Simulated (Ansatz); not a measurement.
LaTiO2N (Pmma, No. 51, 10 atoms in the cell; start mp-1178120)

Calculation: r²SCAN (PAW; Ansatz, a program for electronic structure).

Numerical settings: plane-wave cutoff 560 eV, 6×10×6 k mesh (along the axes of the cell as run), Fermi–Dirac smearing 0.01 eV, no spin polarisation, scalar-relativistic PAW data made under PBE.

Cell (relaxed at this level):

```
CELL_PARAMETERS angstrom
      5.61836     0.00000     0.00000
      0.00000     3.85198     0.00000
      0.00000     0.00000     5.68029
ATOMIC_POSITIONS crystal
  La 0.25000 0.00000 0.77083
  La 0.75000 0.00000 0.22917
  Ti 0.25000 0.50000 0.27158
  Ti 0.75000 0.50000 0.72842
  N  0.00000 0.50000 0.50000
  N  0.50000 0.50000 0.50000
  O  0.00000 0.50000 0.00000
  O  0.50000 0.50000 0.00000
  O  0.75000 0.00000 0.78019
  O  0.25000 0.00000 0.21981
```

band gap: 1.14 eV (on the SCF k mesh)

Note: the relaxation could not lower the start's symmetry, so the cell can be a saddle point above a distorted one.

Spin–orbit coupling is not included.

Static lattice: no zero-point or thermal effects.

A start named mp-… is a Materials Project structure, which need not be a measured phase.
